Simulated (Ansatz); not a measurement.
SnTe under a change: Te interstitial (started 2.51 Å from the nearest host atom), symmetric start

Start from a 16-atom supercell of SnTe in the rock salt structure (space group Fm-3m, No. 225; a = 6.4092 Å) at its relaxed geometry.

The change: a neutral Te interstitial (started 2.51 Å from the nearest host atom), symmetric start, atoms relaxed at fixed cell.

Level of theory: PBE in Ansatz (plane waves to 420 eV, PAW, spin-orbit coupling left out). k-mesh 5×5×5 (Γ-centred); smearing 0.05 eV (Fermi–Dirac).

```tsv
quantity	base	changed	shift
pressure	0.0 GPa	5.0 GPa	+5.0 GPa
largest displacement of a host atom from its site in the perfect cell	–	0.62 Å	–
final site of the added atom	–	4 Sn at 2.86–3.49 Å and 4 Te at 2.88–3.59 Å	–
```

The cell is small, so the values are those of an ordered compound at a high defect concentration; dilute-limit values will differ. The defect started on the symmetric site and kept its symmetry, so it may sit on a saddle. All final runs are without spin polarisation. The defect cell is not spin-polarised.

Ansatz is a program for electronic structure.
